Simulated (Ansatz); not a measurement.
Defect migration in monoclinic HfO2: F-vacancy pair (F on one host O site, one O site vacant), charge state +3. The step: one O atom jumps into the vacancy from a nearby O site (F-vacancy distance between ideal sites 2.55 → 3.57 Å); the atom moves 1.80 Å along (0.02, -0.34, 0.03) of the unit cell; the moving atom starts with neighbours Hf at 2.07, Hf at 2.16, Hf at 2.31, Hf at 2.67; O at 2.54 Å and ends with F at 2.48; 2 Hf at 2.14, Hf at 2.27, Hf at 2.74; O at 2.72 Å. A PBE band in Ansatz (plane-wave PAW, the Γ point alone, 96 host sites, 27 SCF runs with any check of the saddle's order, static, no finite-size correction) gives a forward barrier of 0.18 eV. The saddle point's order was not checked. The charge state is imposed; whether it is stable for some Fermi level was not computed. Forms of the defect that were not tried may lie lower. The start lies 0.69 eV above the lowest site run (PBE).

Single points at the band's start and saddle point can refine it. Rough cost of one point, in units of the band's mean SCF on the same machine:

```csv
Level,Cost of one point
"PBE, a 2×2×2 k-point mesh shifted by half a step",about 10
"r2SCAN at 500 eV, the Γ point alone",about 2
```

Q: Which of these move the barrier by more than 0.1 eV, and how far does each move it?

A: Not one does. PBE, a 2×2×2 k-point mesh shifted by half a step: +0.01 eV; r2SCAN at 500 eV, the Γ point alone: 0.00 eV. Each functional is compared with PBE at the same k-points.

Ansatz is an electronic-structure program.
